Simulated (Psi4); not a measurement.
Psi4 1.11, TPSS/def2-svp: Al(H)2(Cl) ([AlH2][Cl]), 4 atoms. The geometry is a generated start, not checked to be a minimum at this level.

* **task**: energy
* **method**: tpss
* **basis**: def2-svp
* **memory**: 3 GB
* **maxiter**: 100
* **keys of the molecule block**: symmetry c1
* **scf_type**: df (default)
* **e_convergence**: 1e-06 (default)
* **d_convergence**: 1e-06 (default)
* **dft_radial_points**: 75 (default)
* **dft_spherical_points**: 302 (default)
* **basis functions**: 46
* **grid points**: 86856

```xyz
4

Al    -0.0009    -0.0315    -0.0924
H     -1.3048    -0.1569    -0.8958
H      1.2886    -0.4416    -0.8218
Cl     0.0171     0.6301     1.8101
```

With the defaults (diis = true, scf_initial_accelerator = adiis, damping_percentage = 0, diis_max_vecs = 10, diis_start = 1, level_shift = 0, level_shift_cutoff = 0.01, guess = auto, which took SAD) it converges in 7 SCF iterations. One run each on 2 threads, with these changes:
- diis = false, scf_initial_accelerator = none, damping_percentage = 60
- damping_percentage = 60
- diis_start = 4
- level_shift = 0.1, level_shift_cutoff = 0.001
- scf_initial_accelerator = none
- diis_max_vecs = 20
- guess = sadno
- guess = sap
- diis_max_vecs = 3

### Question
Which of these changes keep the SCF from converging, or lead it to another solution?

### Answer
No convergence: diis = false, scf_initial_accelerator = none, damping_percentage = 60 (the run ends without SCF convergence in 100 iterations). The rest reach the solution of the defaults.

```json
[
 {"setting": "the defaults", "SCF iterations": "7", "end": "same solution"},
 {"setting": "scf_initial_accelerator = none", "SCF iterations": "7", "end": "same solution"},
 {"setting": "diis_max_vecs = 20", "SCF iterations": "7", "end": "same solution"},
 {"setting": "level_shift = 0.1, level_shift_cutoff = 0.001", "SCF iterations": "7", "end": "same solution"},
 {"setting": "guess = sadno", "SCF iterations": "8", "end": "same solution"},
 {"setting": "guess = sap", "SCF iterations": "8", "end": "same solution"},
 {"setting": "diis_max_vecs = 3", "SCF iterations": "9", "end": "same solution"},
 {"setting": "diis_start = 4", "SCF iterations": "9", "end": "same solution"},
 {"setting": "damping_percentage = 60", "SCF iterations": "62", "end": "same solution"},
 {"setting": "diis = false, scf_initial_accelerator = none, damping_percentage = 60", "SCF iterations": "100", "end": "no convergence"}
]
```
